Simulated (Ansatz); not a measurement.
Base system: SiC in the zinc blende structure (space group F-43m, No. 216; a = 4.3797 Å).

One thing is altered: every lattice vector is stretched by 1.46 %, atoms relaxed at fixed cell.

Levels (all Ansatz, an electronic-structure program, PAW, earlier PAW set): PBE (420 eV, no SOC); r2SCAN (500 eV, spin-orbit coupling left out).

The geometry is relaxed with PBE.

| Item | Result |
|---|---|
| PBE width of the top valence band | 4.47 eV |
| PBE smallest direct gap | 4.49 eV |
| PBE electron mass | 0.69 mₑ along k, 0.23 mₑ across (at X) |
| PBE band gap | 1.41 eV |

With r2SCAN at the same geometry, the width of the top valence band rises by 0.13 eV, from 4.47 eV to 4.60 eV; the smallest direct gap rises by 0.485 eV (4.49 eV → 4.97 eV); the electron mass becomes 0.66 mₑ along k, 0.23 mₑ across (at X) (PBE: 0.69 mₑ along k, 0.23 mₑ across (at X)); the band gap goes up by 0.34 eV to 1.75 eV.

Single points use the geometry relaxed with PBE. The cells carry an imposed strain or load. Effective masses come from finite differences of ±0.01 Å⁻¹. Along k means along the line from Γ to the band edge. Whether these cells are dynamically stable was not tested.
